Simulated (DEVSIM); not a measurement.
Device: Schottky contact on n-type Si, at 300 K.

| layer (left to right) | material | thickness (μm) | Nd (cm⁻³) | τn (s) | τp (s) |
|---|---|---|---|---|---|
| 1 | Si | 1.10 | 3.2e15 | 1.2e-7 | 1.2e-7 |

Left contact: Schottky, work function 4.56 eV, emission velocity 5.8e6 cm/s. Right contact: ohmic. Voltage is applied to the left contact. Recombination: SRH at mid-gap, radiative, Auger. Mobility is constant in doping.

The device is made up for the run: typed textbook-type constants, with dimensions and the other settings drawn at random. Values at 300 K; Nc and Nv go as T^1.5, mobilities as T to minus their exponent, the gap by Varshni's rule with the affinity fixed.

```csv
parameter,Si
gap (eV),1.124
affinity (eV),4.05
permittivity,11.7
Nc (cm⁻³),2.86e19
Nv (cm⁻³),3.1e19
μn (cm²/Vs),1417
μp (cm²/Vs),470
T exponent of μn,2.3
T exponent of μp,2.2
B (cm³/s),4.7e-15
Cn (cm⁶/s),2.8e-31
Cp (cm⁶/s),9.9e-32
Varshni α (eV/K),0.000473
Varshni β (K),636
```

DEVSIM, 1D drift-diffusion, Boltzmann statistics, complete ionisation; no tunnelling, impact ionisation, image-force lowering or self-heating. Metal contacts follow the ideal Schottky-Mott rule: no Fermi-level pinning, no interface dipoles.

The temperature was swept, all else fixed.

```csv
temperature (K),largest field in the device at zero bias (V/cm),potential step across the device at zero bias (V),dark forward voltage at 100 A/cm² (V)
250,17000,0.320,0.267
300,16000,0.275,0.217
350,14000,0.229,0.169
400,12000,0.182,0.125
450,9700,0.134,0.090
500,7000,0.085,0.074
```

From the first row to the last the largest field in the device at zero bias goes from 17000 to 7000. From the first row to the last the potential step across the device at zero bias goes from 0.320 to 0.085.
